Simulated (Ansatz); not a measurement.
TaMoB₂ (Amm2), PBEsol, DFPT electron-phonon coupling, linearised Boltzmann equation (Ansatz, a first-principles code). Phonon-limited resistivity 20.8 μΩ·cm at 300 K along y (a = (3.10, 0.00, 0.00) Å; b = (0.00, 1.61, 4.26) Å; c = (0.00, -1.61, 4.26) Å), 29.6 μΩ·cm at 400 K, current-weighted mean free path 6.9 nm, Drude plasma energy 5.03 eV.

Problem. What is the classical skin depth at 10 GHz (nonmagnetic, μ₀ = 1.257×10⁻⁶ H/m)?

Solution. δ = √(ρ/(π f μ₀)) = 2300 nm.

Problem. Estimate the resistivity of a 80 nm square wire with diffuse walls from ρ ≈ ρ₀(1 + 3ℓ/4d).

Solution. 1 + 0.75 × 6.9/80 = 1.06, so ρ ≈ 22.1 μΩ·cm and a line 1 μm long has 34.6 Ω. The formula is the free-electron limit for d well above ℓ; grain boundaries add to it.

Problem. What Drude relaxation time do resistivity and plasma energy imply?

Solution. ω_p = 7.64e15 s⁻¹, so τ = 1/(ε₀ ω_p² ρ) = 9.30 fs, a damping ħ/τ of 70.8 meV.

A metal at this level (no band gap). Only scattering by harmonic phonons is included (no impurities, grain boundaries, electron-electron scattering or thermal expansion). Spin-orbit coupling is left out, which matters with elements this heavy. Halving the electron mesh (28x28x28) moves the resistivity by up to 7 % at 300 K, the mean free path by up to 2 %. Smearing 0.20 eV; phonons on a 5x5x5 q mesh, which this run doesn't test.

Computed structure with no diffraction record at hand here (it may be known, metastable or hypothetical): TaMoB2 (Amm2).
